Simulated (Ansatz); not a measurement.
Take Zr in the hcp (Mg type) structure (space group P6_3/mmc, No. 194; relaxed with 0.1 eV smearing) as the base.

```
CELL_PARAMETERS angstrom
      3.24432     0.00000     0.00000
     -1.62216     2.80966     0.00000
      0.00000     0.00000     5.15800
ATOMIC_POSITIONS crystal
  Zr 0.66667 0.33333 0.75000
  Zr 0.33333 0.66667 0.25000
```

Cartesian axes are those of the cell as printed.

Method: Ansatz (a first-principles code) r2SCAN, no spin-orbit coupling.

Strains are applied to the cell and any free atomic positions relax.

One change was made to it. Results:

The energy goes up by 0.7 meV/atom; the band gap is still zero; the shortest interatomic distance falls by 0.0225 Å (3.187 Å → 3.165 Å).

Question: Name the change that was made.
A. tensor shear ε_xz = +0.86 %
B. tensor shear ε_xz = +0.29 %
C. tensor shear ε_xz = +2.00 %

Answer: A, tensor shear ε_xz = +0.86 %. For comparison, the shortest interatomic distance in the other runs: tensor shear ε_xz = +2.00 % gives 3.137 Å; tensor shear ε_xz = +0.29 % gives 3.180 Å.

No phonon test of stability was made. The final runs are not spin-polarised.
